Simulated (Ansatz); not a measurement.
Start from BAs in the zinc blende structure (space group F-43m, No. 216; a = 4.7679 Å).

The values are results of PBEsol (Ansatz, an electronic-structure program, PAW, no spin-orbit coupling), not measurements.

Before the change:

| Quantity | Value |
|---|---|
| Band gap | 1.08 eV |
| Width of the top valence band | 5.27 eV |

Modification: an isotropic linear strain of −2.50 %, atoms relaxed at fixed cell.

Task: Predict the new energy relative to the base.

Result: The energy rises by 36 meV/atom.

Task: Predict the new band gap.

Result: The band gap shrinks by 0.08 eV, from 1.08 eV to 1.00 eV.

Task: Estimate the effect on the width of the top valence band.

Result: The width of the top valence band goes up by 0.464 eV to 5.74 eV.

No phonon test of stability was made.
